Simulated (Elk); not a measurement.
Worked example: self-consistent single point of CuPd (R-3m, 2 atoms in the cell) in Elk.

Method of the run: LDA (PW92), all-electron FP-LAPW, Elk's shipped species files, APW+lo basis with extra local orbitals (Elk).

```xyz
2
Lattice="1.3546 0.7821 4.2190 -1.3546 0.7821 4.2190 0.0000 -1.5641 4.2190" Properties=species:S:1:pos:R:3 pbc="T T T"
Cu     0.0000     0.0000     0.0000
Pd     0.0000     0.0000     6.3284
```

Reference input (self-consistent single point, DFT, LDA (PW92), all-electron FP-LAPW, Elk's shipped species files, APW+lo basis with extra local orbitals): xctype = 3; rgkmax = 7.5; stype = 1; swidth = 0.00183747 Ha; ngridk = 9 9 9; tforce = true; gmaxvr = 18 1/bohr; lmaxapw = 10; lmaxo = 8; nxlo = 2; lorbcnd = true; lradstp = 2. This run's input differs from it in these lines:

```diff
@@ -45,2 +45,8 @@
 
+epspot
+  3.7e-05
+
+epsengy
+  0.0037
+
 avec
```

The program printed (abridged):

```
│ Self-consistent loop started │
│ Loop number : 1 │
 total energy                :     -6674.33838497
│ Loop number : 2 │
 total energy                :     -6675.33744093
RMS change in Kohn-Sham potential (target) :   0.2438221950     (  0.3700000000E-04)
Absolute change in total energy (target)   :   0.9990559545     (  0.3700000000E-02)
│ Loop number : 3 │
 total energy                :     -6686.23784453
RMS change in Kohn-Sham potential (target) :   0.1387535319     (  0.3700000000E-04)
Absolute change in total energy (target)   :    11.15016760     (  0.3700000000E-02)
│ Loop number : 4 │
   [... lines left out ...]
Absolute change in total energy (target)   :   0.6056712356E-02 (  0.3700000000E-02)
│ Loop number : 12 │
 total energy                :     -6694.81963427
RMS change in Kohn-Sham potential (target) :   0.2134619621E-04 (  0.3700000000E-04)
Absolute change in total energy (target)   :   0.1129815897E-01 (  0.3700000000E-02)
│ Loop number : 13 │
 total energy                :     -6694.81802078
RMS change in Kohn-Sham potential (target) :   0.2958066851E-05 (  0.3700000000E-04)
Absolute change in total energy (target)   :   0.1211052384E-02 (  0.3700000000E-02)
Convergence targets achieved

│ Loop number : 14 │

Energies :
 Fermi                       :     0.294627604946
 total energy                :     -6694.81814443

Density of states at Fermi energy :    68.34591434
 (states/Hartree/unit cell)

Estimated indirect band gap :   0.3878747860E-03
 from k-point     52 to k-point     63
Estimated direct band gap   :   0.7756548883E-02
 at k-point     73

Charges :
 core                        :    40.00000000
 valence                     :    35.00000000
 interstitial                :    2.586716529
 muffin-tins (core leakage)
  species :    1 (Cu)
   atom    1                 :    27.80005667     (  0.4827515960E-03)
  species :    2 (Pd)
   atom    1                 :    44.61322680     (  0.2939001931E-07)
 total in muffin-tins        :    72.41328347
   [... lines left out ...]
   total force               :     0.00000000    0.00000000    0.00000000
   total magnitude           :     0.00000000
 species :    2 (Pd)
  atom :    1
   Hellmann-Feynman          :     0.00000000    0.00000000    0.00000000
   IBS                       :    -0.00000000    0.00000000   -0.00000000
   total force               :     0.00000000    0.00000000   -0.00000000
   total magnitude           :     0.00000000
```

The run converged in 14 iterations. The count includes the last loop, which Elk runs after its targets are met. Against the reference run the total energy falls by 1.7 meV/atom.

The starting cell comes from a database of computed structures (which also holds hypothetical and non-ambient phases and stackings), without a prior relaxation at this level. Spin polarisation is off. Values depend on the basis (sphere radii, cutoffs, local orbitals), which need not be converged. The log's line on a gap gives a spacing of levels on this mesh, which the program prints for metals too.

Cost on one core of a shared machine: roughly 60 s.
